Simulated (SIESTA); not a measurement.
Input and output of a self-consistent single point for LaOs2 (Fd-3m, 6 atoms in the cell) (SIESTA).

Method: SIESTA 5.4.2 with GGA PBEsol, numerical atomic orbitals TZP, PseudoDojo PBEsol standard norm-conserving potentials (rewritten from UPF to PSML).

The change in words: lattice scaled by 0.98. Reference geometry:
```
LaOs2
1.0
    0.00000     3.79508     3.79508
    3.79508     0.00000     3.79508
    3.79508     3.79508     0.00000
La Os
2 4
Cartesian
  5.69262   5.69262   5.69262
  3.79508   3.79508   3.79508
  2.84631   0.94877   2.84631
  0.94877   0.94877   0.94877
  0.94877   2.84631   2.84631
  2.84631   2.84631   0.94877
```

Reference input (self-consistent single point, DFT, GGA PBEsol, numerical atomic orbitals TZP, PseudoDojo PBEsol standard norm-conserving potentials (rewritten from UPF to PSML)): XC.functional = GGA; XC.authors = PBEsol; potentials = PseudoDojo PBEsol standard; PAO.BasisSize = TZP; PAO.EnergyShift = 0.005 Ry; MeshCutoff = 400 Ry; kgrid.MonkhorstPack = 7 7 7; OccupationFunction = FD; ElectronicTemperature = 1578.21 K; MaxSCFIterations = 150; SCF.Mixer.Method = Pulay; SCF.Mixer.Weight = 0.1. This run's input differs from it in these lines:

```diff
@@ -12,5 +12,5 @@
 %block LatticeVectors
-     0.000000000    7.171667490    7.171667490
-     7.171667490    0.000000000    7.171667490
-     7.171667490    7.171667490    0.000000000
+     0.000000000    7.028233498    7.028233498
+     7.028233498    0.000000000    7.028233498
+     7.028233498    7.028233498    0.000000000
 %endblock LatticeVectors
@@ -18,8 +18,8 @@
 %block AtomicCoordinatesAndAtomicSpecies
-    10.757501235   10.757501235   10.757501235  1
-     7.171667490    7.171667490    7.171667490  1
-     5.378750618    1.792916873    5.378750618  2
-     1.792916873    1.792916873    1.792916873  2
-     1.792916873    5.378750618    5.378750618  2
-     5.378750618    5.378750618    1.792916873  2
+    10.542350247   10.542350247   10.542350247  1
+     7.028233498    7.028233498    7.028233498  1
+     5.271175123    1.757058374    5.271175123  2
+     1.757058374    1.757058374    1.757058374  2
+     1.757058374    5.271175123    5.271175123  2
+     5.271175123    5.271175123    1.757058374  2
 %endblock AtomicCoordinatesAndAtomicSpecies
```

Output, abridged:

```
        iscf     Eharris(eV)        E_KS(eV)     FreeEng(eV)     dDmax    Ef(eV) dHmax(eV)
   scf:    1   -12770.605543   -12895.691059   -12896.092438  2.252520 -4.999981 12.771135
   scf:    2   -12923.738308   -12912.267175   -12912.647444  0.239052 -5.453728  6.576576
   scf:    3   -12918.323049   -12916.737160   -12917.104888  0.188537 -5.940390  1.514958
   scf:    4   -12916.396081   -12916.785071   -12917.161191  0.144846 -6.232100  1.378571
   scf:    5   -12917.161403   -12917.083590   -12917.458234  0.047557 -6.133347  0.012759
   [... 2 lines left out ...]
   scf:    8   -12917.081738   -12917.082108   -12917.458318  0.001364 -6.129000  0.028828
   scf:    9   -12917.082355   -12917.082289   -12917.458456  0.001179 -6.132432  0.001007
   scf:   10   -12917.082217   -12917.082254   -12917.458455  0.000274 -6.131944  0.003140
   scf:   11   -12917.082230   -12917.082243   -12917.458457  0.000077 -6.132314  0.000541
SCF Convergence by DM+H criterion
max |DM_out - DM_in|         :     0.0000767672
max |H_out - H_in|      (eV) :     0.0005405325
SCF cycle converged after 11 iterations

Using DM_out to compute the final energy and forces

siesta: E_KS(eV) =           -12917.0822

siesta: E_KS - E_eggbox =    -12917.0822

siesta: Atomic forces (eV/Ang):
     1   -0.000002   -0.000002   -0.000002
     2    0.000002    0.000002    0.000002
     3    0.000081   -0.000081    0.000081
     4   -0.000081   -0.000081   -0.000081
     5   -0.000081    0.000081    0.000081
     6    0.000081    0.000081   -0.000081
   Tot    0.000000    0.000000    0.000000
   Max    0.000081
   Res    0.000066    sqrt( Sum f_i^2 / 3N )
   Max    0.000081    constrained

   [... lines left out ...]
siesta: FreeEng =    -12917.458457
   [... lines left out ...]
siesta:    -0.180942   -0.000035   -0.000035
siesta:    -0.000035   -0.180942   -0.000035
siesta:    -0.000035   -0.000035   -0.180942

siesta: Cell volume =        102.889709 Ang**3

siesta: Pressure (static):
siesta:                Solid            Molecule  Units
siesta:           0.00197071          0.00197067  Ry/Bohr**3
siesta:           0.18094191          0.18093902  eV/Ang**3
siesta:         289.90090365        289.89627318  kBar
```

The run converged in 11 iterations. Against the reference run the free energy goes up by 131 meV/atom and the pressure goes from 11.43 to 28.99 GPa.

The starting cell comes from a database of computed structures (which also holds hypothetical and non-ambient phases and stackings), without a prior relaxation at this level. Its lattice was rescaled by a random factor within 2.5 % of one. For this run, on top of that: lattice scaled by 0.98. Spin polarisation is off. Values carry the incompleteness of an atom-centred basis. With a pressure of about 29 GPa the cell is away from its equilibrium volume at this level.

Cost on one core of a shared machine: roughly 4 min.
